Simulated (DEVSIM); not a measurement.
# Si p+/n-/n+ power diode

Device: Si p+/n-/n+ power diode, at 400 K.

| layer (left to right) | material | thickness (μm) | Nd (cm⁻³) | Na (cm⁻³) | τn (s) | τp (s) |
|---|---|---|---|---|---|---|
| 1 | Si | 1.30 | - | 1.5e18 | 2.3e-5 | 2.3e-5 |
| 2 | Si | 7.00 | 1.8e14 | - | 2.3e-5 | 2.3e-5 |
| 3 | Si | 1.20 | 2e18 | - | 2.3e-5 | 2.3e-5 |

Left contact: ohmic. Right contact: ohmic. Voltage is applied to the left contact. Recombination: SRH at mid-gap, radiative, Auger. Mobility is μmin + (μ − μmin)/(1 + (N/Nref)^α).

The device is made up for the run: typed textbook-type constants, with dimensions and the other settings drawn at random. Values at 300 K; Nc and Nv go as T^1.5, mobilities as T to minus their exponent, the gap by Varshni's rule with the affinity fixed.

```csv
parameter,Si
gap (eV),1.124
affinity (eV),4.05
permittivity,11.7
Nc (cm⁻³),2.86e19
Nv (cm⁻³),3.1e19
μn (cm²/Vs),1417
μp (cm²/Vs),470
"μn,min",52
"μp,min",45
"Nref,n",9.7e16
"Nref,p",2.2e17
αn,0.68
αp,0.72
T exponent of μn,2.3
T exponent of μp,2.2
B (cm³/s),4.7e-15
Cn (cm⁶/s),2.8e-31
Cp (cm⁶/s),9.9e-32
Varshni α (eV/K),0.000473
Varshni β (K),636
```

DEVSIM, 1D drift-diffusion, Boltzmann statistics, complete ionisation; no tunnelling, impact ionisation, image-force lowering or self-heating.

```
Property                                         Value
---------------------------------------------  -------
Potential step across the device at zero bias  0.871 V
Dark forward voltage at 1 A/cm²                0.533 V
Dark forward voltage at 100 A/cm²              0.696 V
```

Small-signal capacitance in reverse bias (quasi-static):

| V (V) | C (nF/cm²) |
|---|---|
| -4 | 1.86 |
| -10 | 1.51 |
| -20 | 1.49 |
| -30 | 1.48 |
| -40 | 1.48 |
| -60 | 1.48 |
| -80 | 1.48 |
| -100 | 1.48 |
| -130 | 1.48 |
| -160 | 1.48 |

Dark forward current:

(V (V), J (A/cm²)): (0.05, 4.0e-6); (0.10, 1.8e-5); (0.15, 6.8e-5); (0.25, 0.00070); (0.30, 0.0021); (0.35, 0.0070); (0.40, 0.025); (0.50, 0.40); (0.55, 1.6); (0.60, 6.8); (0.65, 28); (0.75, 420); (0.80, 1400); (0.85, 3600)
